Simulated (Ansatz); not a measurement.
An Ansatz (a quantum-chemistry and plane-wave program) run: PbS with a change (biaxial strain −0.66 %, plane normal [001], relaxed out of plane); PBEsol (Ansatz), no spin-orbit coupling, earlier PAW set.

Input:

Ansatz 0.2 input:
```yaml
crystal:
  lattice:
    - [4.1463791921, 0, 0]
    - [0, 4.1463791921, 0]
    - [2.0731895961, -2.0731895961, 2.9611518245]
  atoms:
    - { symbol: S, position: [0, 0, 0] }
    - { symbol: Pb, position: [0.5, 0.5, 0] }
basis: { ecutwfc: 420, ecutrho_ratio: 4, xc_grid: 2, fft_grid_basis: typed }
kpoints: { mp_grid: { grid: [10, 10, 10] } }
hamiltonian:
  xc: pbesol
  dispersion: none
  pseudopotentials: { azcp: { folder: ./paw }, kind: paw }
scf: { occupations: { method: fermi_dirac, width: 0.05 } }
relax: { f_tol: 0.005, max_steps: 50, cell: { stress_tol: 0.01, fix: [a, b, gamma] } }
output: { forces: true, stress: true }
checkpoint: { write: state.ck, write_every: 1000 }
```

Output (explanatory and most iteration lines left out):

```
Relaxation: its limit of steps is 50 (relax.max_steps)
Pseudopotential: S, paw, valence charge 6
Pseudopotential: Pb, paw, valence charge 14
Crystal: 2 atoms, lattice volume = 50.909 Å³
Basis set: ecut = 420 eV, 965 PW (Γ), exchange–correlation on 60×60×60 points (8 copies of the dense FFT grid, shifted against one another)
Bands: 14, of which v1, the nominal top of the filled ones, is band 10 counted from 1 (9 counted from 0)
Symmetry: 16 space group operations
Space group: I4/mmm (ITA 139), of the structure as read, at distance tolerance 3.7e-5 Å
k-points: 102 of 1000
Functional: x = pbesol(κ = 0.804, μ = 0.12345679012345678), c = pbesol(β = 0.046)
SCF iter   1: F=—  HF=-12643.366941 eV  |F-HF|=—  |Δ(HF+E_count)|=         —  Δρ=2.74e-2  dr2=8.24e-1  ethr=3.10e-3  ⟨swp⟩=6.8  Hψ=9316  notcnv=0
SCF iter   2: F=—  HF=-12643.179778 eV  |F-HF|=—  |Δ(HF+E_count)|=   1.87e-1  Δρ=1.22e-2  dr2=1.43e-1  ethr=3.10e-3  ⟨swp⟩=2.1  Hψ=2615  notcnv=0
SCF 1 converged in 6 iterations: F = -12643.145405 eV  dr2 = 4.46e-8
relax step   1: F+E_penalty+E_count = -12643.14540513 eV  Δ(F+E_penalty+E_count) = +0.000e0 eV  max|allowed force component| = 1.627e-30 eV/Å  Δτ_max = 0.0000 Å  P = +0.623 GPa  Ω = 50.909 Å³  fix = [a, b, gamma]  reactions: a +1.073, b +1.073 GPa  (6 SCF iters, dr2 threshold 1.00e-7 eV, accepted)
[... steps on the carried basis left out ...]
relax step   3: F+E_penalty+E_count = -12643.14550434 eV  Δ(F+E_penalty+E_count) = -5.487e-6 eV  max|allowed force component| = 1.596e-30 eV/Å  Δτ_max = 0.0000 Å  P = +0.735 GPa  Ω = 50.813 Å³  energy of the carried Pulay correction = +1.529e-5 eV  fix = [a, b, gamma]  reactions: a +1.103, b +1.103 GPa  (6 SCF iters, dr2 threshold 2.60e-8 eV, accepted)
Crystal: 2 atoms, lattice volume = 50.813 Å³
SCF iter   1: F=—  HF=-12643.145491 eV  |F-HF|=—  |Δ(HF+E_count)|=         —  Δρ=3.69e-6  dr2=1.63e-9  ethr=2.45e-7  ⟨swp⟩=4.6  Hψ=14063  notcnv=0
SCF iter   2: F=—  HF=-12643.145491 eV  |F-HF|=—  |Δ(HF+E_count)|=   2.52e-8  Δρ=1.52e-6  dr2=3.67e-10  ethr=8.17e-12  ⟨swp⟩=3.9  Hψ=3321  notcnv=0
SCF 4 converged in 9 iterations: F = -12643.145491 eV  dr2 = 1.34e-18
SCF converged after 9 iterations
Free energy (F): -12643.145491 eV
Internal energy: -12643.145115 eV  (E = F + TS)
E sigma→0 (E₀):  -12643.145303 eV
Entropy (-TS):   -0.000376 eV (-0.188 meV/atom)
Fermi energy:    8.961958 eV
--- Forces (eV/Å), atoms counted from 1 ---
  atom   1  S      0.00000000    -0.00000000     0.00000000
  atom   2  Pb     0.00000000    -0.00000000     0.00000000
--- Stress (GPa, compression-positive) ---
        1.103360       0.000000      -0.000000
        0.000000       1.103360       0.000000
       -0.000000       0.000000      -0.001651
  P = ⅓ Tr σ = 0.7350 GPa (7.350 kbar)
--- Relaxed structure (3 steps of the walk, 3 accepted, 1 SCFs on fresh bases) ---
  cell:  # Å, volume = 50.8132 Å³
    - [4.1463791921, 1.4779140945652305e-22, -3.500641235825914e-11]
    - [1.4779308955202719e-22, 4.1463791921, 3.50064129962446e-11]
    - [2.073189596074953, -2.073189596074953, 2.9555535858139708]
  atoms:
    - { symbol: S, position: [-1.056116070937155e-47, 5.2805803546389545e-48, -1.872793295544656e-58] }
    - { symbol: Pb, position: [0.5, 0.5, 7.037543739421558e-28] }
```

Spin-orbit coupling, missing from the scalar runs, can matter with Pb. Whether these cells are dynamically stable was not tested. The cell was made from PbS in the rock salt structure (space group Fm-3m, No. 225) by this change: biaxial strain −0.66 %, plane normal [001], relaxed out of plane.
